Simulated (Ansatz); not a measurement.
**Response to strain in C**

Start from C in the diamond structure (space group Fd-3m, No. 227; a = 3.532 Å). Axes: x, y, z lie along the cube axes.

Strains are applied to the cell and any free atomic positions relax.

Method: LDA, PAW, 420 eV (Ansatz, a program for electronic structure; no spin-orbit coupling).

Candidates:
(a) uniaxial strain ε_zz = −0.50 %
(b) uniaxial strain ε_zz = +3.00 %
(c) uniaxial strain ε_zz = +2.50 %
(d) uniaxial strain ε_zz = +1.50 %

Notes on the quantities. energy relative to the base: free energy F.

### Question
Order them by energy relative to the base, highest first.

### Answer
(b) uniaxial strain ε_zz = +3.00 % (+17 meV/atom), (c) uniaxial strain ε_zz = +2.50 % (+12 meV/atom), (d) uniaxial strain ε_zz = +1.50 % (+4.3 meV/atom), (a) uniaxial strain ε_zz = −0.50 % (+0.5 meV/atom)

No phonon test of stability was made.
